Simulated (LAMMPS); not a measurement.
LAMMPS 22 Jul 2025, classical MD, SNAP (Mo_Zuo_JPCA2020.snapcoeff): Mo, 5488 atoms.

```json
{
 "task": "MD, nve",
 "potential": "SNAP, Mo_Zuo_JPCA2020.snapcoeff Mo_Zuo_JPCA2020.snapparam",
 "copies_of_the_repeat_unit": "14×14×14",
 "shape (slab and sphere leave vacuum in the box)": "slab",
 "temperature": "800 K",
 "steps": "100",
 "timestep": "1 fs",
 "neighbor_skin": "2 Å",
 "neigh_modify": "every 1 delay 0 check yes",
 "thermo": "100",
 "newton": "on (default)",
 "atom_modify sort (bins of 2 Å where set)": "1000 (default)",
 "comm_style": "brick (default)",
 "box": "44.1 × 44.1 × 132.2 Å, the slab in its lowest third along z, the rest vacuum",
 "start": "generated bcc lattice, warmed in an untimed run",
 "compared_values": "energy and forces of the first step, drift over the run"
}
```

It runs on a single node (Arm Neoverse V2, 96 cores on 1 socket, no SMT, 1 L3 cache group; 94 cores' worth of CPU time may be used).

Times are wall-clock medians of two to five runs, from launch to exit, with nothing else on the machine. Unless noted, each process is bound to its own block of adjacent cores. Build: PyPI wheel: MPICH, OPENMP and OPT packages. Other compilers and libraries give other times. Scratch files lie in a memory file system. A preparatory run goes ahead and isn't timed.

First run (64 ranks, balance = none (default), processors = * * * (default)):

```
Loop time of 1.47808 on 64 procs for 100 steps with 5488 atoms

Performance: 5.845 ns/day, 4.106 hours/ns, 67.655 timesteps/s, 371.291 katom-step/s
87.7% CPU use with 64 MPI tasks x 1 OpenMP threads

MPI task timing breakdown:
Section |  min time  |  avg time  |  max time  |%varavg| %total
---------------------------------------------------------------
Pair    | 1.4476e-05 | 0.47066    | 1.4718     |  90.3 | 31.84
Neigh   | 0          | 0          | 0          |   0.0 |  0.00
Comm    | 2.611e-05  | 0.26724    | 1.4502     |  93.4 | 18.08
Output  | 2.2574e-05 | 0.01046    | 0.02089    |  10.2 |  0.71
Modify  | 2.0409e-05 | 8.3688e-05 | 0.00021476 |   0.0 |  0.01
Other   |            | 0.7296     |            |       | 49.36

Nlocal:          85.75 ave         264 max           0 min
Histogram: 40 0 0 0 0 3 5 0 0 16
Nghost:        489.188 ave        1495 max           0 min
Histogram: 32 0 1 7 0 8 0 8 0 8
Neighs:              0 ave           0 max           0 min
Histogram: 64 0 0 0 0 0 0 0 0 0
FullNghs:      5229.56 ave       16759 max           0 min
Histogram: 40 0 0 0 0 8 0 0 0 16

Total # of neighbors = 334692
Ave neighs/atom = 60.986152
Neighbor list builds = 0
Dangerous builds = 0
```

Second run:

```
Loop time of 0.604045 on 64 procs for 100 steps with 5488 atoms

Performance: 14.304 ns/day, 1.678 hours/ns, 165.551 timesteps/s, 908.542 katom-step/s
95.5% CPU use with 64 MPI tasks x 1 OpenMP threads

MPI task timing breakdown:
Section |  min time  |  avg time  |  max time  |%varavg| %total
---------------------------------------------------------------
Pair    | 0.44795    | 0.53939    | 0.60008    |   5.0 | 89.30
Neigh   | 0          | 0          | 0          |   0.0 |  0.00
Comm    | 0.0034644  | 0.060225   | 0.15526    |  14.6 |  9.97
Output  | 2.1334e-05 | 8.0886e-05 | 0.00032619 |   0.0 |  0.01
Modify  | 7.5429e-05 | 8.5126e-05 | 9.2948e-05 |   0.0 |  0.01
Other   |            | 0.004259   |            |       |  0.71

Nlocal:          85.75 ave          96 max          76 min
Histogram: 1 1 5 14 10 15 9 2 5 2
Nghost:        994.109 ave        1119 max         644 min
Histogram: 8 0 0 0 0 7 1 24 0 24
Neighs:              0 ave           0 max           0 min
Histogram: 64 0 0 0 0 0 0 0 0 0
FullNghs:      5229.56 ave        5967 max        3952 min
Histogram: 4 3 2 5 1 4 13 14 12 6

Total # of neighbors = 334692
Ave neighs/atom = 60.986152
Neighbor list builds = 0
Dangerous builds = 0
```

Problem. Which of these changes turns the first timing block into the second?
A) processors = 4 4 4
B) balance = balance 1.05 shift xyz 20 1.02
C) processors = 64 1 1
D) processors = 1 1 64

Solution. B, balance = balance 1.05 shift xyz 20 1.02. The largest move is in other (Other): 0.73 s to 0.0043 s. The slowest rank's pair time is 3.13 times the mean in the first run and 1.11 times in the second; the others wait. The other changes gave 1.4 s (processors = 64 1 1), 1.8 s (processors = 4 4 4), 2.4 s (processors = 1 1 64), against 0.86 s here and 1.7 s at first.
